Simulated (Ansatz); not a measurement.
Start from SiO2 (space group Imma, No. 74; a cell from a computed database, its experimental status unchecked).

```xyz
12
Lattice="-2.6319 4.7888 4.4592 2.6319 -4.7888 4.4592 2.6319 4.7888 -4.4592" Properties=species:S:1:pos:R:3 pbc="T T T"
Si     0.0000     0.8092     7.5330
Si     2.6319     3.9795    -3.0738
Si     2.6319    -0.8092     3.0738
Si     0.0000     5.5980     1.3854
O      2.6319    -2.3944     3.3980
O      0.0000     7.1832     1.0612
O      1.3160     5.1889     2.2296
O      1.3160    -0.4001     2.2296
O      1.3160     4.3886    -2.2296
O     -1.3160     5.1889     2.2296
O      0.0000     0.0000     0.0000
O      0.0000     4.7888     0.0000
```

All numbers come from plane-wave PAW DFT at the PBEsol level (Ansatz, an electronic-structure program, 420 eV), no spin-orbit coupling.

Before the change:

The valence-band top at Γ is 0.00, -0.46, -0.71 eV and the band gap comes out as 5.50 eV.

Modification: a negative pressure, −2 GPa.

Task: Estimate the effect on the valence-band top at Γ and band gap.

Result: The valence-band top at Γ (three highest levels, from the VBM) goes from 0.00, -0.46, -0.71 eV to 0.00, -0.42, -0.69 eV; the band gap falls by 0.03 eV, from 5.50 eV to 5.47 eV.

Load acts through the strain it causes; cell and atoms are relaxed under it. Whether these cells are dynamically stable was not tested.
